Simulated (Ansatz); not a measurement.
Base system: Sc in the hcp (Mg type) structure (space group P6_3/mmc, No. 194; a = 3.275 Å, c = 5.105 Å; relaxed with 0.1 eV smearing). Axes: x lies along a and z along c of the hexagonal cell.

Computed with PBEsol/PAW in Ansatz (an electronic-structure program), scalar-relativistic without spin-orbit coupling.

Base values:

- Shortest interatomic distance = 3.177 Å

Perturbation: the cell is stretched by 3.00 % along x with no lateral relaxation, atoms relaxed at fixed cell.

Q: Estimate the effect on the stress.

A: The stress (xx, yy, zz, yz, xz, xy; compression positive) amounts to (-2.9, -1.1, -0.8, 0.0, 0.0, 0.0) GPa.

Q: How does this affect the largest internal atomic displacement?

A: The largest internal atomic displacement is 0.019 Å.

Q: What happens to the energy relative to the base?

A: The energy goes up by 6.5 meV/atom.

Q: Estimate the effect on the shortest interatomic distance.

A: The shortest interatomic distance grows by 0.015 Å, from 3.177 Å to 3.192 Å.

The cells carry an imposed strain or load. Whether these cells are dynamically stable was not tested. The final runs are not spin-polarised.
